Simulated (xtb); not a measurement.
xtb 6.7.1, GFN2-xTB: Mg(Cl)(OH)(NH3)2 ([NH3]->[Mg](<-[NH3])([OH])[Cl]), 12 atoms. The geometry is a generated start, not checked to be a minimum at this level.

| Property | Value |
|---|---|
| method | GFN2-xTB |
| --acc | 1 (default) |
| --etemp (K) | 300 (default) |
| detailed input (--input) | none: ANC optimiser, Lindh (1995) Hessian, microcycle=20, maxdispl=1.0, hlow=0.01 (default) |
| basis functions | 39 |
| valence electrons | 32 |

```xyz
12

Mg     0.0733     0.4225     0.4038
Cl     2.0500     1.3256     0.1302
O     -1.1580     0.7136     1.5359
H     -1.6011     1.1480     2.2500
N      0.7422    -1.5905     0.6533
H      0.6091    -2.3393    -0.0138
H      0.4223    -1.9026     1.5620
H      1.7323    -1.3815     0.7178
N     -0.6622     0.7924    -1.5784
H     -1.3900     1.4895    -1.4756
H     -0.9822     0.0819    -2.2245
H      0.1644     1.2404    -1.9607
```

The structure is relaxed from this start with --opt LEVEL for the levels crude, sloppy, loose, lax, normal, tight, vtight, extreme, once each. Up to the end of the extreme run atoms move by at most 0.64 Å along an axis.

Task: Choose the cheapest level whose final energy lies within 5 meV of that of extreme.

Result: normal: 37 cycles against 64, ending 1.7 meV above.

| level | cycles | energy above the extreme run (meV) | gradient norm (eV/Å) |
|---|---|---|---|
| crude | 1 | 14 | 0.11 |
| sloppy | 1 | 14 | 0.11 |
| loose | 1 | 14 | 0.11 |
| lax | 1 | 14 | 0.11 |
| normal | 37 | 1.7 | 0.037 |
| tight | 57 | 0.031 | 0.0092 |
| vtight | 62 | under 0.01 | 0.0040 |
| extreme | 64 | — | 0.0021 |
